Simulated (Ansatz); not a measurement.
The structure below was relaxed with DFT with PBE, PAW potentials and a 420 eV plane-wave cutoff in Ansatz (an electronic-structure program), scalar-relativistic without spin-orbit coupling, at pressure 9 GPa.

Space group F-43m (No. 216); a = b = c = 4.3229 Å, α = β = γ = 90.00°

```csv
atom,site,symmetry,x,y,z
Si,4a,-43m,0.0000,0.0000,0.0000
C,4d,-43m,0.7500,0.7500,0.7500
```

**Question.** Write out a cell with all atoms.

**Answer.** 
```cif
data_C4Si4
_chemical_formula_sum 'Si4 C4'
_space_group_name_H-M_alt 'P 1'
_space_group_IT_number 1
_cell_length_a 4.32289
_cell_length_b 4.32289
_cell_length_c 4.32289
_cell_angle_alpha 90.000
_cell_angle_beta 90.000
_cell_angle_gamma 90.000
loop_
_space_group_symop_operation_xyz
  'x, y, z'
loop_
_atom_site_label
_atom_site_type_symbol
_atom_site_fract_x
_atom_site_fract_y
_atom_site_fract_z
_atom_site_occupancy
Si1 Si 0.00000 0.00000 0.00000 1
C1 C 0.25000 0.25000 0.75000 1
Si2 Si 0.00000 0.50000 0.50000 1
C2 C 0.25000 0.75000 0.25000 1
Si3 Si 0.50000 0.00000 0.50000 1
C3 C 0.75000 0.25000 0.25000 1
Si4 Si 0.50000 0.50000 0.00000 1
C4 C 0.75000 0.75000 0.75000 1
```
This is the conventional cell.

Load acts through the strain it causes; cell and atoms are relaxed under it. Stability against distortions was not tested. No other phases were tried under pressure. The cell was made from SiC in the zinc blende structure (space group F-43m, No. 216) by this change: pressure 9 GPa.
